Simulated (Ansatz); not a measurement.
BaTiO3 in the cubic perovskite structure (space group Pm-3m, No. 221)

BaTiO₃ is modelled in the cubic space group Pm-3m (No. 221), the cubic perovskite structure, Pearson symbol cP5. Conventional cell: a = 3.9699 Å, b = 3.9699 Å, c = 3.9699 Å, α = 90.00°, β = 90.00°, γ = 90.00°. Ba on 1a is surrounded by 12 O at 2.807 Å (cuboctahedral). Ti on 1b is surrounded by 6 O at 1.985 Å (octahedral). O on 3c is surrounded by 2 Ti at 1.985 Å and 4 Ba at 2.807 Å (octahedral). (Neighbours: up to the widest gap in distance over summed covalent radii, below 1.35, at either atom; cation-cation and far metal-metal contacts left out.)

Computed with Ansatz (an electronic-structure program) PBEsol, no spin-orbit coupling. Settings: 8×8×8 k-points, 0.05 eV Fermi–Dirac smearing.

* **Volume per atom**: 12.51 Å³
* **Density**: 6.19 g/cm³
* **Band gap**: 1.82 eV, indirect, R → Γ
* **Lowest conduction-band minima above the VBM**: Γ 1.82 eV
* **Total energy**: -2005.493 eV/atom (σ→0; compares only within this code and set-up)

Whether these cells are dynamically stable was not tested. The final runs are not spin-polarised. Many cubic perovskites are stable only at high temperature; tilts and polar distortions were not tested. This is not the structure that BaTiO3 has at room temperature and ambient pressure.
